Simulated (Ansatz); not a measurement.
## Ta under load (space group Im-3m): resistivity and electron-phonon coupling

Here is the system:

```
CELL_PARAMETERS angstrom
     -1.57972     1.57972     1.57972
      1.57972    -1.57972     1.57972
      1.57972     1.57972    -1.57972
ATOMIC_POSITIONS crystal
  Ta 0.00000 0.00000 0.00000
```

All values below come from PBEsol, DFPT electron-phonon coupling, linearised Boltzmann equation (plane waves, PAW, scalar-relativistic; Ansatz, an electronic-structure program). Condition of this run: hydrostatic pressure 30 GPa (the target of the relaxation). How the cell was made: relaxed with this functional, without spin-orbit coupling, then loaded as said.

The resistivity at 300 K is 8.3 μΩ·cm, the resistivity at 77 K comes out as 1.28 μΩ·cm and the electron mean free path at 300 K (weighted by the current that each state carries) comes out as 4.9 nm. The resistivity times mean free path for one path shared by all states (from the Fermi surface's area) is 3.7 ×10⁻¹⁶ Ω·m², the electron-phonon coupling λ is 0.82 and the transport coupling λ_tr is 0.78. The logarithmic mean phonon energy is 14.9 meV and the density of states at the Fermi level is 0.56 states/(eV·spin·cell). The drude plasma energy is 10.3 eV and the Hall coefficient at 300 K is 7.5 ×10⁻¹¹ m³/C.

A metal at this level (no band gap). Only scattering by harmonic phonons is included (no impurities, grain boundaries, electron-electron scattering or thermal expansion). Spin-orbit coupling is left out, which matters with elements this heavy. The self-energy correction of the phonons between q points moved λ by about 2 %. Halving the electron mesh (36x36x36) moves the resistivity by up to 3 % at 300 K, the mean free path by up to 3 %, the coupling by up to 3 %. Smearing 0.20 eV; phonons on a 6x6x6 q mesh, which this run doesn't test and which matters most at low temperature.
